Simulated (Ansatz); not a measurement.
The starting structures come from a database of crystals and need not be the phases stable at ambient conditions.

 Where the default PAW files enter, the runs use the earlier of Ansatz's two default sets.

Input:

```xyz
4
Lattice="4.0024 0.0000 0.0000 -2.0012 3.4662 0.0000 0.0000 0.0000 6.5778" Properties=species:S:1:pos:R:3 pbc="T T T"
Al     0.0000     2.3108     0.0045
Al     2.0012     1.1554     3.2934
As     0.0000     2.3108     2.4688
As     2.0012     1.1554     5.7577
```

Space group of this cell: P6_3mc, wurtzite. The cell is taken as given.

The numbers are results of PBEsol (plane waves, PAW; Ansatz, a first-principles code), not measurements.

The current runs along the normal of the first two printed vectors; no spin-orbit coupling. Scaled by the factor s: the length along the current (ions clamped). Meshes 12×12×6 and 12×12 across the current in all rows.

```
s     mean pressure (GPa)  band gap (eV)
----  -------------------  -------------
0.97                  2.5              ?
1.00                  0.1           1.65
1.03                 -1.9           1.54
```

Problem. Take the slope of the band gap against ln s from the two given rows, extrapolate to s = 0.97, and say what the run there gives.

Solution. Slope = (1.54 − 1.65) / ln 1.03 = -3.72 eV. The line gives 1.65 + (-3.72) × ln 0.97 = 1.76 eV. The run gives 1.55 eV, 0.21 eV under the line, 188 % of the predicted step.
